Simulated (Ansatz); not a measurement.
ZnSe (model structure, started from the BeO type, P4₂/mnm, No. 136, 8 atoms in the cell) was calculated with PBEsol in Ansatz (PAW).

Settings: plane-wave cutoff 520 eV, 6×6×10 k mesh (along the axes of the cell as run), Fermi–Dirac smearing 0.01 eV, scalar-relativistic PAW data made under PBE.

Cell (relaxed at this level):

```cif
data_Se4Zn4
_chemical_formula_sum 'Zn4 Se4'
_space_group_name_H-M_alt 'P 1'
_space_group_IT_number 1
_cell_length_a 6.86017
_cell_length_b 6.86017
_cell_length_c 4.00145
_cell_angle_alpha 90.000
_cell_angle_beta 90.000
_cell_angle_gamma 90.000
loop_
_space_group_symop_operation_xyz
  'x, y, z'
loop_
_atom_site_label
_atom_site_type_symbol
_atom_site_fract_x
_atom_site_fract_y
_atom_site_fract_z
_atom_site_occupancy
Zn1 Zn 0.32592 0.67408 0.00000 1
Zn2 Zn 0.67408 0.32592 0.00000 1
Zn3 Zn 0.82592 0.82592 0.50000 1
Zn4 Zn 0.17408 0.17408 0.50000 1
Se1 Se 0.31384 0.31384 0.00000 1
Se2 Se 0.68616 0.68616 0.00000 1
Se3 Se 0.18616 0.81384 0.50000 1
Se4 Se 0.81384 0.18616 0.50000 1
```

**Question.** Predict the band gap.

**Answer.** 
- band gap: 1.39 eV (direct)

Note: the relaxation could raise the start's symmetry but not lower it, so the cell can be a saddle point.

Spin–orbit coupling is not included.

The computed numbers hold no vibrational or temperature effects.

Cost on a shared machine: around 40 core-seconds (rough).

A model structure was made by putting elements into a prototype or built by hand; it is no filed structure, need not be a known phase, and can be a saddle point held by its symmetry.

Ansatz is a first-principles code.
